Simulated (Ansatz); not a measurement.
For BN (model structure, started from the rocksalt type, Fm-3m, No. 225, 2 atoms in the cell), PBEsol in Ansatz (plane waves, PAW) gives:

```
Item                       Value
------------------  ------------
lattice constant a       3.483 Å
bulk modulus             401 GPa
cohesive energy     5.72 eV/atom
band gap                 1.29 eV
```

Question: What does r²SCAN (Ansatz, an electronic-structure program, plane waves, PAW) give for the same quantities?

Answer: 
- lattice constant a: 3.492 Å (increases by 0.3 %)
- bulk modulus: 398 GPa (shrinks by 0.7 %)
- cohesive energy: 4.93 eV/atom (shrinks by 0.79 eV/atom)
- band gap: 1.34 eV (increases by 0.05 eV)

Changes are worked out from the printed values.

Unless a cell is named, each level is at its own relaxed cell (PBEsol 5.28, r²SCAN 5.32 Å³/atom).

Density-functional gaps are differences of (generalised) Kohn–Sham levels.

Caveats: the bulk modulus is −V dP/dV from two relaxed cells at ±2 % in volume (PBEsol, r²SCAN). Ansatz's density-functional and Hartree–Fock values are scalar-relativistic unless marked +SOC, with PAW data made under PBE.

A model structure was made by putting elements into a prototype or built by hand; it is no filed structure, need not be a known phase, and can be a saddle point held by its symmetry.
